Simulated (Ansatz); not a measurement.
WGe (model structure, started from the WC type, P-6m2, No. 187, 2 atoms in the cell): enthalpy of formation by level of theory

No measured value is used here.

| level (code) | value (eV/atom) |
|---|---|
| PBE (Ansatz) | 0.221 |
| PBEsol (Ansatz) | ___ |
| PBE-D3(BJ) (Ansatz) | ___ |
| r²SCAN (Ansatz) | 0.253 |
| HSE06 (Ansatz) | 0.233 |
| PBE0 (Ansatz) | 0.238 |

Q: Some entries are withheld; supply them.

A: 
- PBEsol (Ansatz, an electronic-structure program), value (eV/atom): 0.149
- PBE-D3(BJ) (Ansatz), value (eV/atom): 0.160

Density-functional levels without +SOC have no spin–orbit coupling, which shifts binding energies of heavy elements. HSE06, PBE0: exact exchange on metals is sensitive to the k mesh and can open a false gap. HSE06, PBE0: the run warned that the count of filled bands differs between k points. Values are at the level's own relaxed cell; HSE06 at the r²SCAN cell; PBE0 at the r²SCAN cell. Ansatz's density-functional and Hartree–Fock values are scalar-relativistic unless marked +SOC, with PAW data made under PBE.

A model structure was made by putting elements into a prototype or built by hand; it is no filed structure, need not be a known phase, and can be a saddle point held by its symmetry.
